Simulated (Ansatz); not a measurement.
An Ansatz (a quantum-chemistry and plane-wave program) input (r2SCAN (Ansatz; PAW; 500 eV plane waves; without spin-orbit coupling)):

Ansatz 0.2 input:
```yaml
crystal:
  lattice:
    - [4.409229943, 0, 0]
    - [2.2046149715, 3.8185051418, 0]
    - [2.2046149715, -1.2728350473, 3.5114194563]
  atoms:
    - { symbol: Cd, position: [0, 0, 0] }
    - { symbol: Se, position: [0.5, 0.25, 0.75] }
basis: { ecutwfc: 500, ecutrho_ratio: 4, xc_grid: 4, fft_grid_basis: typed }
kpoints: { mp_grid: { grid: [9, 9, 9] } }
hamiltonian:
  xc: r2scan
  dispersion: none
  pseudopotentials: { kind: paw }
scf: { occupations: { method: fermi_dirac, width: 0.05 } }
relax: { f_tol: 0.005, max_steps: 50, cell: { stress_tol: 0.01, fix: [a, b, gamma] } }
output: { forces: true, stress: true }
checkpoint: { write: state.ck, write_every: 1000 }
```

Question: Which symmetry and how many k-points will the program report, and about how many plane waves at Γ?

Answer: Space group R3m (ITA 160) with 6 operations, k-points 85 of 729, and 1465 plane waves at Γ.

Question: And the final pressure?

Answer: -0.93 GPa (compression positive).

The cells carry an imposed strain or load. Whether these cells are dynamically stable was not tested. The cell was made from CdSe in the zinc blende structure (space group F-43m, No. 216) by this change: biaxial strain +1.67 %, plane normal [111], relaxed out of plane.
